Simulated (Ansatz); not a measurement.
Ansatz (a first-principles code), DFT, PBE, plane waves, its default PAW files: diamond-structure Si with 1 P on Si sites, atoms displaced (Si63P), unrelaxed at the host's lattice constant, 64 atoms. Basis and mesh were picked for this test and aren't claimed converged.

Ansatz 0.2 input:
```yaml
crystal:
  lattice:
    - [10.862, 0.0, 0.0]
    - [0.0, 10.862, 0.0]
    - [0.0, 0.0, 10.862]
  atoms:
    - { symbol: Si, position: [0.001389, 0.996375, 0.000039] }
    - { symbol: Si, position: [0.129303, 0.12369, 0.129899] }
    - { symbol: Si, position: [0.997929, 0.247701, 0.251185] }
    - { symbol: Si, position: [0.125008, 0.375147, 0.37695] }
    - { symbol: Si, position: [0.249867, 0.003965, 0.249356] }
    - { symbol: Si, position: [0.374248, 0.126805, 0.376184] }
    - { symbol: Si, position: [0.246493, 0.251766, 0.998593] }
... (54 lines of coordinates left out) ...
    - { symbol: Si, position: [0.747269, 0.753144, 0.49751] }
    - { symbol: Si, position: [0.874036, 0.876508, 0.626731] }
    - { symbol: P, position: [0.375747, 0.374766, 0.119023] }
kpoints:
  mp_grid: { grid: [2, 2, 2] }
hamiltonian:
  xc: pbe
  pseudopotentials: { kind: paw }
scf:
  occupations: { method: gaussian, width: 0.05 }
output:
  forces: true
md:
  timestep: 1.0
  n_steps: 12
  ensemble: nve
  temperature: 600
  initial_velocities: maxwell_boltzmann
  seed: 7
```

The program reports k-points after symmetry: 8, bands at the start: 193, electrons: 257, plane waves at Γ: 25173, cutoff (eV): 420, FFT grid: 75×75×75, symmetry operations: 1.

Hardware: Arm Neoverse V2, 96 cores on 1 socket, no SMT, 1 L3 cache group; 94 cores' worth of CPU time may be used.

Times are wall-clock medians of two to five runs, from launch to exit, with nothing else on the machine. Processes are pinned to neighbouring cores unless said otherwise. The times hold for this build (release build for Arm (Neoverse V2), one process with threads). Scratch files lie in a memory file system.

Started as
```bash
OMP_NUM_THREADS=88 ANSATZ_TIMINGS=1 ansatz run --backend cpu --threads 88 --max-ram 200GiB --events-out run.ndjson --runs-dir run.runs --progress --plain run.yaml
```
(88 threads, md.density_extrapolation = not set) it takes 27 s and 61 SCF iterations (all cycles of the run, searches included).

Problem. How long does it take after this change: md.density_extrapolation = none?

Solution. About 34 s (2 runs within 1 %): 1.3× as long. The largest move is in band solves (diag): 16 s to 24 s. The band solves carry the change: the iterations make 212372 against 330912 applications of H to a band, at 0.077 against 0.071 ms of diag time each. What the program resolved moves too: residual threshold (eV) from 6.4e-08 to 1e-07. SCF iterations (all cycles of the run, searches included) go from 61 to 112; applications of H to a band go from 217556 to 335904. Change in the result: energy under 0.001 meV/atom, forces (largest component) 0.021 meV/Å.
